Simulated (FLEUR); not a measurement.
# Several settings converged on Co (P-3m1, 2 atoms in the cell)

```yaml
crystal:
  lattice:
    - [1.26127, -2.18459, 0.00000]
    - [1.26127, 2.18459, 0.00000]
    - [0.00000, 0.00000, 4.09035]
  atoms:
    - { symbol: Co, position: [0.33333, 0.66667, 0.26222], spin: 2.0 }
    - { symbol: Co, position: [0.66667, 0.33333, 0.75000], spin: 2.0 }
```
(The spins are starting values, not results.)

Base method: FLEUR with LDA (Perdew-Zunger), all-electron FLAPW (FLEUR), scalar-relativistic valence.

Base settings: Kmax = 3.6 1/bohr; GmaxXC = 14.4 1/bohr; xcFunctional = pz; jspins = 2; l_soc = F; mode = hist; fermiSmearingEnergy = 0.00367493 Htr; mesh (inpgen div1-3) = 7 7 4; inpgen gamma flag = true; Gmax = 14.4 1/bohr.

Core times come from one kind of shared machine, to one figure; runs under 30 s give none.

**The k-point mesh**

Moved along: kpt_gamma.

The second cell is the first with its lattice scaled by 0.98.

Only quantities that move along the ladder and can be compared are tabulated.

```csv
kpt_div,free energy less the last step's (meV/atom),energy of the compressed cell less the first (meV/atom),largest difference of a force vector from the last step's (eV/Å),net moment (μB/atom)
3 3 2,111.50,-55.83,0.175,1.674
4 4 3,-6.49,-85.70,0.006,1.487
6 6 3,-27.26,-78.38,0.017,1.594
7 7 4,12.29,-83.08,0.014,1.558
8 8 4,-2.88,-77.44,0.004,1.590
10 10 6,-0.09,-78.35,0.003,1.611
19 19 11,0.00,-78.75,0.000,1.574
```

Coarsest kpt_div that holds the net moment within 0.05 μB/atom: not settled: the last two steps still differ by 0.037 μB/atom, over half the tolerance, so the ladder does not show it.

**The k-point mesh at a smearing width of 0.02 eV**

In this ladder: fermiSmearingEnergy = 0.00073499 Htr. Moved along: kpt_gamma.

Only quantities that move along the ladder and can be compared are tabulated.

```tsv
kpt_div	free energy less the last step's (meV/atom)	largest difference of a force vector from the last step's (eV/Å)	net moment (μB/atom)	core time / last (rough)
5 5 3	27.29	0.017	1.781	–
8 8 4	-4.50	0.005	1.594	–
11 11 6	-3.74	0.007	1.546	0.06
16 16 9	-0.19	0.006	1.557	0.2
24 24 13	-0.14	0.000	1.587	0.6
29 29 16	0.00	0.000	1.587	1
```

Coarsest kpt_div that holds the net moment within 0.02 μB/atom of the last step, with all finer ones: 24 24 13; the step before is off by 0.030 μB/atom.

Coarsest kpt_div that holds the forces within 0.01 eV/Å of the last step, with all finer ones: 8 8 4; the step before is off by 0.017 eV/Å.

Coarsest kpt_div that holds the free energy within 2 meV/atom of the last step, with all finer ones: 16 16 9, at about 0.2 of the last step's time; the step before is off by 3.7 meV/atom.

**The k-point mesh at a smearing width of 0.3 eV**

In this ladder: fermiSmearingEnergy = 0.0110248 Htr. Moved along: kpt_gamma.

Only quantities that move along the ladder and can be compared are tabulated.

At this width the smearing has changed the magnetic state: the net moment ends at 1.15 against 1.56 μB/atom in the base run.

```csv
kpt_div,free energy less the last step's (meV/atom),net moment (μB/atom),core time / last (rough)
5 5 3,21.81,1.285,–
8 8 4,-0.75,1.166,–
11 11 6,0.15,1.142,0.1
16 16 9,0.03,1.146,0.3
24 24 13,0.00,1.147,1
```

Coarsest kpt_div that holds the net moment within 0.01 μB/atom of the last step, with all finer ones: 11 11 6, at about 0.1 of the last step's time; the step before is off by 0.019 μB/atom.

Coarsest kpt_div that holds the free energy within 1 meV/atom of the last step, with all finer ones: 8 8 4; the step before is off by 22 meV/atom.

On the base run: the starting cell has typed, rounded lattice constants, without a prior relaxation at this level. Its lattice was rescaled by up to half a per cent. One atom was moved a little off its site on purpose. The magnetic order is the one reached from the typed start; others were not searched systematically. Values depend on the basis (sphere radii, cutoffs, local orbitals), which need not be converged.
